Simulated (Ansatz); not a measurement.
The parent structure is ZnSe in the zinc blende structure (space group F-43m, No. 216; a = 5.733 Å). Axes: x, y, z lie along the cube axes.

Computed with PBE/PAW in Ansatz (a first-principles code), scalar-relativistic without spin-orbit coupling.

Now apply this change: every lattice vector is stretched by 3.00 %; the atoms relax in the strained cell.

Predict the stress tensor and what it implies for the stiffness.

Stress of the strained cell less that of the base (GPa, compression positive):
```
  -4.10    0.00    0.00
   0.00   -4.10    0.00
   0.00    0.00   -4.10
```

Then B = −ΔP/(ΔV/V₀) with ΔV/V₀ = 0.0927 gives secant stiffness values (nonlinear terms included at this strain): B ≈ 44 GPa.

As a check, the harmonic strain energy −½ V₀ Δσ:ε is 27 meV/atom; the computed energy rise is 30 meV/atom.

No phonon test of stability was made.
